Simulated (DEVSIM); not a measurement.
Structure: Schottky contact on n-type Si, at 300 K.

```csv
layer (left to right),material,thickness (μm),Nd (cm⁻³),τn (s),τp (s)
1,Si,15.0,2.9e15,8.7e-7,8.7e-7
```

Left contact: Schottky, work function 4.74 eV, emission velocity 4.2e6 cm/s. Right contact: ohmic. Voltage is applied to the left contact. Recombination: SRH at mid-gap. Mobility is μmin + (μ − μmin)/(1 + (N/Nref)^α).

This is a model device: material constants are rounded textbook-type values typed into the input, and sizes, dopings and lifetimes were drawn at random. Values at 300 K; Nc and Nv go as T^1.5, mobilities as T to minus their exponent, the gap by Varshni's rule with the affinity fixed.

```tsv
parameter	Si
gap (eV)	1.124
affinity (eV)	4.05
permittivity	11.7
Nc (cm⁻³)	2.86e19
Nv (cm⁻³)	3.1e19
μn (cm²/Vs)	1417
μp (cm²/Vs)	470
μn,min	52
μp,min	45
Nref,n	9.7e16
Nref,p	2.2e17
αn	0.68
αp	0.72
T exponent of μn	2.3
T exponent of μp	2.2
Varshni α (eV/K)	0.000473
Varshni β (K)	636
```

DEVSIM, 1D drift-diffusion, Boltzmann statistics, complete ionisation; no tunnelling, impact ionisation, image-force lowering or self-heating. Metal contacts follow the ideal Schottky-Mott rule: no Fermi-level pinning, no interface dipoles.

The temperature was swept, all else fixed.

```json
[
 {"temperature (K)": "250", "dark forward voltage at 100 A/cm² (V)": "0.605", "potential step across the device at zero bias (V)": "0.498", "largest field in the device at zero bias (V/cm)": "21000"},
 {"temperature (K)": "300", "dark forward voltage at 100 A/cm² (V)": "0.636", "potential step across the device at zero bias (V)": "0.452", "largest field in the device at zero bias (V/cm)": "20000"},
 {"temperature (K)": "350", "dark forward voltage at 100 A/cm² (V)": "0.686", "potential step across the device at zero bias (V)": "0.406", "largest field in the device at zero bias (V/cm)": "18000"},
 {"temperature (K)": "400", "dark forward voltage at 100 A/cm² (V)": "0.749", "potential step across the device at zero bias (V)": "0.358", "largest field in the device at zero bias (V/cm)": "17000"},
 {"temperature (K)": "450", "dark forward voltage at 100 A/cm² (V)": "(withheld)", "potential step across the device at zero bias (V)": "0.310", "largest field in the device at zero bias (V/cm)": "16000"},
 {"temperature (K)": "500", "dark forward voltage at 100 A/cm² (V)": "0.739", "potential step across the device at zero bias (V)": "0.261", "largest field in the device at zero bias (V/cm)": "18000"}
]
```

Complete the blanks.


- 450, dark forward voltage at 100 A/cm² (V): 0.786
